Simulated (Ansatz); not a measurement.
The reference is Pt in the fcc (Cu type) structure (space group Fm-3m, No. 225; a = 3.942 Å; relaxed with 0.1 eV smearing). Axes: x, y, z lie along the cube axes.

All numbers come from Ansatz (a first-principles code) r2SCAN, no spin-orbit coupling.

Strains are applied to the cell and any free atomic positions relax; under biaxial strain the out-of-plane vector relaxes too.

One change was made to it. Results:

```tsv
quantity	base	after
pressure (mean of the normal stresses, compression positive)	0.0 GPa	-0.9 GPa
energy relative to the base (free energy F)	0 meV/atom	+0.6 meV/atom
volume per atom	15.31 Å³	15.37 Å³
```

**Question.** Which of these changes matches the shifts?
A) biaxial strain −0.17 %, plane normal [110], relaxed out of plane
B) biaxial strain +0.45 %, plane normal [111], relaxed out of plane
C) biaxial strain +1.32 %, plane normal [111], relaxed out of plane
D) uniaxial strain ε_xx = −3.09 %
E) strain tensor (xx, yy, zz, yz, xz, xy) = (−0.88, −0.32, +0.72, +1.28, +0.49, −0.39) %

**Answer.** B, biaxial strain +0.45 %, plane normal [111], relaxed out of plane. For comparison, the pressure in the other runs: strain tensor (xx, yy, zz, yz, xz, xy) = (−0.88, −0.32, +0.72, +1.28, +0.49, −0.39) % gives 1.6 GPa; biaxial strain +1.32 %, plane normal [111], relaxed out of plane gives -2.6 GPa; uniaxial strain ε_xx = −3.09 % gives 9.3 GPa; biaxial strain −0.17 %, plane normal [110], relaxed out of plane gives 0.3 GPa.

Whether these cells are dynamically stable was not tested. All final runs are without spin polarisation.
